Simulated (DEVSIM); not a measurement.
Structure: abrupt Si n-p junction, at 300 K.

Layer 1 from the left is Si, thickness (μm) 28.0, Nd (cm⁻³) 1.4e19, τn (s) 8e-5, τp (s) 8e-5. Layer 2 from the left is Si, thickness (μm) 17.0, Na (cm⁻³) 2.3e15, τn (s) 8e-5, τp (s) 8e-5.

Left contact: ohmic. Right contact: ohmic. Voltage is applied to the left contact. Recombination: SRH at mid-gap. Mobility is μmin + (μ − μmin)/(1 + (N/Nref)^α).

Constants are typed, rounded textbook-type inputs, not results; the design itself was drawn at random and stands for no fabricated device. Values at 300 K.

Si: gap (eV) 1.124, affinity (eV) 4.05, permittivity 11.7, Nc (cm⁻³) 2.86e19, Nv (cm⁻³) 3.1e19, μn (cm²/Vs) 1417, μp (cm²/Vs) 470, μn,min 52, μp,min 45, Nref,n 9.7e16, Nref,p 2.2e17, αn 0.68, αp 0.72.

Simulated with DEVSIM: 1D drift-diffusion, Boltzmann statistics, complete ionisation; no tunnelling, impact ionisation, image-force lowering or self-heating.

Dark forward current:

| |V| (V) | |J| (A/cm²) |
|---|---|
| 0.05 | 1.114e-9 |
| 0.10 | 8.299e-9 |
| 0.15 | 5.667e-8 |
| 0.20 | 3.873e-7 |
| 0.25 | 2.661e-6 |
| 0.30 | 1.833e-5 |
| 0.35 | 0.0001265 |
| 0.40 | 0.0008725 |
| 0.45 | 0.006018 |
| 0.50 | 0.04141 |
| 0.55 | 0.2809 |
| 0.60 | 1.771 |
| 0.65 | 9.022 |
| 0.70 | 34.94 |
| 0.75 | 110.6 |
| 0.80 | 306.0 |
| 0.85 | 754.0 |
| 0.90 | 1627 |
| 0.95 | 3029 |

Task: Work out the local ideality factor n = ΔV / (kT/q · ln(J2/J1)) between the rows 0.15 and 0.20 V, 0.30 and 0.35 V, 0.90 and 0.95 V.

Result: kT/q = 25.85 mV. From 0.15 to 0.20 V: ln(3.873e-7/5.667e-8) = 1.922, n = 1.01, near the 1 of diffusion or emission over a barrier. From 0.30 to 0.35 V: ln(0.0001265/1.833e-5) = 1.932, n = 1.00, near the 1 of diffusion or emission over a barrier. From 0.90 to 0.95 V: ln(3029/1627) = 0.621, n = 3.11.

Task: Estimate the current at 0.35 V from the Shockley equation with J0 = Σ q ni² D/(N L) coth(W/L), τ joining the SRH, radiative and Auger lifetimes that are on, and W taken as the whole layer.

Result: ni² = 1.16e20 cm⁻⁶; holes in the n layer: μ = 65.3 cm²/Vs, D = 1.69 cm²/s, τ = 8.00e-5 s, L = 116 μm, W/L = 0.24, term 8.15e-16 A/cm²; electrons in the p layer: μ = 1320 cm²/Vs, D = 34.1 cm²/s, τ = 8.00e-5 s, L = 522 μm, W/L = 0.033, term 1.62e-10 A/cm². J0 = 1.62e-10 A/cm², and J = J0 exp(qV/kT) = 0.000123 A/cm². The simulation gives 0.000127 A/cm²; the estimate lies 3.0 % below. The estimate leaves out recombination in the depletion region and that region's share of W.
